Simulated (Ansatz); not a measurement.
KGeF₃ (model structure, started from the CsGeCl3 type, R3m, No. 160, 5 atoms in the cell) was calculated with G0W0@PBEsol+SOC in Ansatz (hard PAW, contour deformation, complete-basis limit, spin–orbit shift from PBEsol).

Run with largest k mesh 6×6×6 (not extrapolated in the mesh).

Cell (relaxed with PBEsol):

```xyz
5
Lattice="3.4314 1.9811 2.2789 -3.4314 1.9811 2.2789 0.0000 -3.9623 2.2789" Properties=species:S:1:pos:R:3 pbc="T T T"
K      0.0000     0.0000     6.7975
Ge     0.0000     0.0000     3.3687
F      0.0000    -1.5178     4.4870
F      1.3145     0.7589     4.4870
F     -1.3145     0.7589     4.4870
```

### Question
What does this level give for the band gap?

### Answer

band gap: 6.98 eV

Note: filled d or f shells below the valence bands can shift G0W0 gaps through exchange with them, which wasn't tested here; spin–orbit coupling enters as the shift of the gap found with a semilocal functional; the relaxation could raise the start's symmetry but not lower it, so the cell can be a saddle point.

Computed values are for the static lattice.

A model structure was made by putting elements into a prototype or built by hand; it is no filed structure, need not be a known phase, and can be a saddle point held by its symmetry.

Ansatz is a program for electronic structure.
